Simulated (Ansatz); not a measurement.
Start from CdTe in the zinc blende structure (space group F-43m, No. 216).

```cif
data_Cd4Te4
_chemical_formula_sum 'Cd4 Te4'
_space_group_name_H-M_alt 'F-43m'
_space_group_IT_number 216
_space_group_name_Hall 'F -4 2 3'
_cell_length_a 6.61803
_cell_length_b 6.61803
_cell_length_c 6.61803
_cell_angle_alpha 90.000
_cell_angle_beta 90.000
_cell_angle_gamma 90.000
loop_
_atom_site_label
_atom_site_type_symbol
_atom_site_symmetry_multiplicity
_atom_site_Wyckoff_symbol
_atom_site_fract_x
_atom_site_fract_y
_atom_site_fract_z
_atom_site_occupancy
Cd1 Cd 4 a 0.00000 0.00000 0.00000 1
Te1 Te 4 d 0.75000 0.75000 0.75000 1
```
(The calculation used a cell of 2 atoms; values per cell refer to that cell.)

The values are results of PBE (Ansatz, a quantum-chemistry and plane-wave program; PAW; 420 eV plane waves; no spin-orbit coupling), not measurements.

Perturbation: an isotropic linear strain of +2.50 %, atoms relaxed at fixed cell.

Predict the new mean gap deformation potential ΔEg/Δln V.

The mean gap deformation potential ΔEg/Δln V is -2.8 eV.

Estimate the effect on the energy relative to the base.

The energy increases by 20 meV/atom.

Spin-orbit coupling, missing from the scalar runs, can matter with Te. Whether these cells are dynamically stable was not tested.
